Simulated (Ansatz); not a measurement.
```
CELL_PARAMETERS angstrom
     18.50000     0.00000     0.00000
      0.00000    18.00000     0.00000
      0.00000     0.00000     5.51600
ATOMIC_POSITIONS crystal
  Ga 0.69343 0.50000 0.66792
  N  0.68183 0.59000 0.83208
  N  0.70181 0.50000 0.33208
  Ga 0.62060 0.65543 0.66792
  N  0.54491 0.70223 0.83208
  Ga 0.67427 0.58626 0.16792
  N  0.62583 0.66217 0.33208
  Ga 0.45696 0.69382 0.66792
  N  0.37417 0.66217 0.83208
  Ga 0.54304 0.69382 0.16792
  N  0.45509 0.70223 0.33208
  Ga 0.32573 0.58626 0.66792
  N  0.29819 0.50000 0.83208
  Ga 0.37940 0.65543 0.16792
  N  0.31817 0.59000 0.33208
  Ga 0.32573 0.41374 0.66792
  N  0.37417 0.33783 0.83208
  Ga 0.30657 0.50000 0.16792
  N  0.31817 0.41000 0.33208
  Ga 0.45696 0.30618 0.66792
  N  0.54491 0.29777 0.83208
  Ga 0.37940 0.34457 0.16792
  N  0.45509 0.29777 0.33208
  Ga 0.62060 0.34457 0.66792
  N  0.68183 0.41000 0.83208
  Ga 0.54304 0.30618 0.16792
  N  0.62583 0.33783 0.33208
  Ga 0.67427 0.41374 0.16792
```

All values below come from PBE (plane waves to 420 eV, PAW; Ansatz, an electronic-structure program). Mesh 1×1×6. No spin polarisation. It repeats along c; a and b span vacuum. A hypothetical model, rolled from the flat sheet. It keeps the symmetry and period of its start, so it need not be a minimum against all distortions.

Tabulate the two highest filled and two lowest empty levels along the axis, from the valence top.


```tsv
k (2π/c)	v2 (eV)	v1 (eV)	c1 (eV)	c2 (eV)
0.000	0.00	0.00	1.97	2.94
0.042	0.00	0.00	2.01	2.95
0.083	-0.01	-0.01	2.11	3.00
0.125	-0.02	-0.02	2.26	3.08
0.167	-0.03	-0.03	2.43	3.19
0.208	-0.05	-0.05	2.62	3.32
0.250	-0.07	-0.07	2.81	3.47
0.292	-0.09	-0.09	3.01	3.64
0.333	-0.12	-0.12	3.20	3.82
0.375	-0.15	-0.15	3.39	3.92
0.417	-0.18	-0.18	3.58	3.98
0.458	-0.22	-0.22	3.75	3.99
0.500	-0.26	-0.26	3.91	3.91
```
